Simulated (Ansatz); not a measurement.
Reference: SrTiO₃ (Pm-3m), PBEsol, rigid bands (plane waves, PAW, scalar-relativistic; Ansatz, a first-principles code); axes and stresses refer to this cell.

```yaml
crystal:
  lattice:
    - [3.89113, 0.00000, 0.00000]
    - [0.00000, 3.89113, 0.00000]
    - [0.00000, 0.00000, 3.89113]
  atoms:
    - { symbol: Sr, position: [0.00000, 0.00000, 0.00000] }
    - { symbol: Ti, position: [0.50000, 0.50000, 0.50000] }
    - { symbol: O, position: [0.50000, 0.00000, 0.50000] }
    - { symbol: O, position: [0.00000, 0.50000, 0.50000] }
    - { symbol: O, position: [0.50000, 0.50000, 0.00000] }
```

The hole conductivity mass is 1.81 mₑ. The Seebeck coefficient, p-type 1e19 cm⁻³ is 513 μV/K and the electron conductivity mass comes out as 0.62 mₑ.

Question: Change: hydrostatic pressure 5 GPa. What happens to hole conductivity mass, Seebeck coefficient, p-type 1e19 cm⁻³, electron conductivity mass?

Answer: hole conductivity mass moves little, to 1.80 mₑ; Seebeck coefficient, p-type 1e19 cm⁻³ moves little, to 512 μV/K; electron conductivity mass moves little, to 0.61 mₑ.

Question: Change: uniaxial stress zz = 3 GPa (compression positive). What happens to hole conductivity mass, Seebeck coefficient, p-type 1e19 cm⁻³, electron conductivity mass?

Answer: hole conductivity mass decreases to 1.75 mₑ; Seebeck coefficient, p-type 1e19 cm⁻³ moves little, to 504 μV/K; electron conductivity mass moves little, to 0.62 mₑ.

Masses are for dilute carriers at 300 K, harmonic means over directions unless an axis is named. Seebeck coefficients are for the stated density at 300 K, with one relaxation time for all states and whether or not that doping can be reached. Spin-orbit coupling is left out unless a row names it. Stresses and pressures are the targets of the relaxation.  The structure type is held under load, also where the real crystal would transform.
